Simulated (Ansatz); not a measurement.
Fluorite PbF₂ (high-temperature phase), treated with rVV10 (Ansatz, an electronic-structure program, plane waves, PAW).

Run with plane-wave cutoff 520 eV, 10×10×10 k mesh, Fermi–Dirac smearing 0.01 eV, scalar-relativistic PAW data made under PBE.

Computed points:

```
V (Å³/atom)  E − E_lowest (meV/atom)  P (GPa)
-----------  -----------------------  -------
16.666                         16.60     5.31
17.021                          7.08     3.33
17.375                          1.70     1.57
17.730                          0.00     0.00
18.084                          1.59    -1.40
18.439                          6.11    -2.66
18.794                         13.24    -3.77
```

### Question
Fit the third-order Birch–Murnaghan equation and give B0 and B′.

### Answer
V0 = 17.729 Å³/atom, B0 = 74.2 GPa, B′ = 4.7 (fit to the energies at full precision).

Measured, for comparison: bulk modulus 64 GPa, equilibrium volume per atom 17.46 Å³/atom (temperature not stated, no zero-point or thermal correction; as tabulated in Cadelano and Cappellini (2011), arXiv:1107.5962). Computed (rounded) less measured: bulk modulus +16 %, equilibrium volume per atom +1.5 %.

Spin–orbit coupling is not included; it can shift volumes and moduli of such heavy elements.

Static lattice: no zero-point or thermal effects.

Cost on a shared machine: roughly 40 core-seconds.
